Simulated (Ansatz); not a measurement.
Here is the system:

```
CELL_PARAMETERS angstrom
      3.07351     0.00000     0.00000
      0.00000     5.04525     0.00000
      1.53675     0.00000     2.66174
ATOMIC_POSITIONS crystal
  Si 0.33333 0.50040 0.33333
  Si 0.66667 0.00040 0.66667
  C  0.33333 0.12460 0.33333
  C  0.66667 0.62460 0.66667
```

Space group of this cell: P6_3mc, wurtzite. The cell is taken as given.

The numbers are results of r2SCAN (plane waves, PAW; Ansatz, a program for electronic structure), not measurements.

The current runs along the normal of the first two printed vectors; no spin-orbit coupling. Scaled by the factor s: all lengths (ions clamped). Meshes 12×6×12 and 10×6 across the current in all rows.

| s | mean pressure (GPa) | band gap (eV) |
|---|---|---|
| 0.98 | 16.0 | ? |
| 1.00 | 0.4 | 2.65 |
| 1.02 | -11.7 | 2.73 |

**Question.** Take the slope of the band gap against ln s from the two given rows, extrapolate to s = 0.98, and say what the run there gives.

**Answer.** Slope = (2.73 − 2.65) / ln 1.02 = 4.04 eV. The line gives 2.65 + (4.04) × ln 0.98 = 2.57 eV. The run gives 2.56 eV, 0.01 eV under the line, 10 % of the predicted step.
